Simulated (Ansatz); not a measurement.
What strain tensor (xx, yy, zz, yz, xz, xy) = (+1.63, +2.45, +0.69, −0.32, +1.10, +1.36) % does to AlAs

Start from AlAs in the zinc blende structure (space group F-43m, No. 216; a = 5.6743 Å). Axes: x, y, z lie along the cube axes.

Now apply this change: strain tensor (xx, yy, zz, yz, xz, xy) = (+1.63, +2.45, +0.69, −0.32, +1.10, +1.36) %, atoms relaxed at fixed cell.

Method: plane-wave PAW DFT at the PBEsol level (Ansatz, an electronic-structure program, 420 eV), no spin-orbit coupling, earlier PAW set. k-mesh 10×10×10 (Γ-centred); smearing 0.05 eV (Fermi–Dirac).

The volume per atom grows by 1.098 Å³ (22.84 Å³ → 23.93 Å³) and the energy rises by 16 meV/atom. The pressure (mean of the normal stresses, compression positive) drops by 3.07 GPa to -3.06 GPa and the band gap decreases by 0.14 eV to 1.20 eV. The gap character amounts to indirect, Γ → V and the valence-band top at Γ (three highest levels, from the VBM) becomes 0.00, -0.15, -0.26 eV (base: 0.00, 0.00, 0.00 eV). The valley order (the lowest conduction-band minima on the path, energy above the VBM, named in the base's zone) becomes X along [001] 1.20 eV; X along [100] 1.28 eV; X along [010] 1.29 eV; Γ 1.38 eV (base: X along ⟨100⟩ 1.34 eV; Γ 1.91 eV; L along ⟨111⟩ 2.06 eV) and the largest internal atomic displacement amounts to 0.013 Å. The stress (xx, yy, zz, yz, xz, xy; compression positive) amounts to (-3.05, -3.53, -2.60, 0.29, -1.07, -1.28) GPa.

Final structure:

```xyz
2
Lattice="0.0698 2.8977 2.8478 2.9146 0.0296 2.8879 2.9220 2.9452 0.0223" Properties=species:S:1:pos:R:3 pbc="T T T"
As     4.4269     4.4127     4.3287
Al     0.0028    -0.0083    -0.0103
```

Stability against distortions was not tested. Labels are those of the standard path for the cell's own space group.
